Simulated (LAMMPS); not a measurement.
Molecular dynamics of Si (diamond structure), a cell 114 Å long along the (001) normal (4200 atoms) with 66 % of it melted and the whole then held at 1350 K and zero normal pressure.

Model: classical MD, pair style edip, file Si.edip; code LAMMPS.

Q: What does the simulation give for the interface speed (growth positive), the direction?

A: interface speed (growth positive): 4.2 ± 0.1 m/s; direction: the crystal grows.
